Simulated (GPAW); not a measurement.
A self-consistent single point of InBi (P4/nmm, 4 atoms in the cell) with GPAW.

Computed with PBEsol, GPAW PAW datasets PBEsol (made by gpaw-setup) (plane waves; GPAW 25.7.0).

The change in words: lattice scaled by 0.98. Reference geometry:
```yaml
crystal:
  lattice:
    - [4.84796, 0.00000, 0.00000]
    - [0.00000, 4.84796, 0.00000]
    - [0.00000, 0.00000, 5.15543]
  atoms:
    - { symbol: In, position: [0.50000, 0.50000, 0.00000] }
    - { symbol: In, position: [0.00000, 0.00000, 0.00000] }
    - { symbol: Bi, position: [0.50000, 0.00000, 0.36001] }
    - { symbol: Bi, position: [0.00000, 0.50000, 0.63999] }
```

Reference input (self-consistent single point, DFT PBEsol, plane waves, GPAW PAW datasets PBEsol (made by gpaw-setup)): mode = pw; ecut = 600 eV; xc = PBEsol; kpts = 5 5 5; mesh shift (steps) = 0 0 0; occupations.name = methfessel-paxton; occupations.width = 0.272 eV; occupations.order = 0; nbands = -10; symmetry.symmorphic = false; symmetry.tolerance = 0.0005; maxiter = 100. This run's input differs from it in these lines:

```diff
@@ -5,5 +5,5 @@
 atoms = Atoms(['In', 'In', 'Bi', 'Bi'],
-              cell=[[4.847962, 0.000000, 0.000000],
-                    [0.000000, 4.847962, 0.000000],
-                    [0.000000, 0.000000, 5.155435]],
+              cell=[[4.751003, 0.000000, 0.000000],
+                    [0.000000, 4.751003, 0.000000],
+                    [0.000000, 0.000000, 5.052326]],
               scaled_positions=[[0.500000, 0.500000, 0.000000],
```

Log, with long lists cut:

```
     iter     time        total  log10-change:
                         energy   eigst   dens
iter:   1 --:--:--   -16.630862
iter:   2 --:--:--   -16.643382   -1.74  -1.64
iter:   3 --:--:--   -16.599174   -2.18  -1.66
iter:   4 --:--:--   -16.616599   -3.23  -2.18
iter:   5 --:--:--   -16.587263   -3.42  -2.33
iter:   6 --:--:--   -16.585486   -4.36  -2.70
iter:   7 --:--:--   -16.584092c  -4.54  -2.76
iter:   8 --:--:--   -16.584405c  -4.45  -3.04
iter:   9 --:--:--   -16.584189c  -5.30  -3.28
iter:  10 --:--:--   -16.584209c  -4.67  -3.40
iter:  11 --:--:--   -16.584100c  -6.12  -3.85
   [... 3 lines left out ...]
iter:  15 --:--:--   -16.584126c  -7.01  -3.88
iter:  16 --:--:--   -16.584110c  -7.28  -3.94
iter:  17 --:--:--   -16.584091c  -6.97  -3.92
iter:  18 --:--:--   -16.584083c  -6.17  -3.94
iter:  19 --:--:--   -16.584086c  -7.31  -4.27c
iter:  20 --:--:--   -16.584085c  -8.54c -4.31c
Converged after 20 iterations.

Dipole moment: (0.000000, 0.000000, 0.000000) |e|*Ang

Energy contributions relative to reference atoms: (reference = -1489193.010901)

Kinetic:        +62.871961
Potential:      -56.278397
External:        +0.000000
XC:             -20.566769
Entropy (-ST):   -0.033756
Local:           -2.594002
SIC:             +0.000000
--------------------------
Free energy:    -16.600963
Extrapolated:   -16.584085

Showing only first 2 kpts
 Kpt  Band  Eigenvalues  Occupancy
  0    26      5.25067    2.00000
  0    27      7.82167    0.00001
  0    28      8.14270    0.00000
  0    29      8.14270    0.00000

  1    26      6.04146    2.00000
  1    27      7.36008    0.03687
  1    28      7.36008    0.03687
  1    29      7.36169    0.03612

Fermi level: 6.95864

No gap
No difference between direct/indirect transitions
Energy (eV): -16.584085

Forces in eV/Ang:
  0 In   -0.00000    0.00000    0.00000
  1 In    0.00000    0.00000    0.00000
  2 Bi    0.00000    0.00000    0.71328
  3 Bi    0.00000    0.00000   -0.71328

Stress tensor:
    -0.022575     0.000000     0.000000
     0.000000    -0.022575     0.000000
     0.000000     0.000000    -0.019010
Stress (GPa, Voigt): [-3.6169 -3.6169 -3.0458  0.      0.      0.    ]
```

The run converged in 20 iterations. GPAW prints stress with tension positive. Against the reference run the free energy rises by 18.5 meV/atom, the pressure goes from 0.00 to 3.43 GPa and the largest force goes from 0.383 to 0.713 eV/Å.

The starting cell comes from a database of computed structures (which also holds hypothetical and non-ambient phases and stackings), without a prior relaxation at this level. Its lattice was rescaled by a random factor within 2.5 % of one. For this run, on top of that: lattice scaled by 0.98. With a pressure of about 3 GPa the cell is away from its equilibrium volume at this level.

Cost on one core of a shared machine: roughly 50 s.
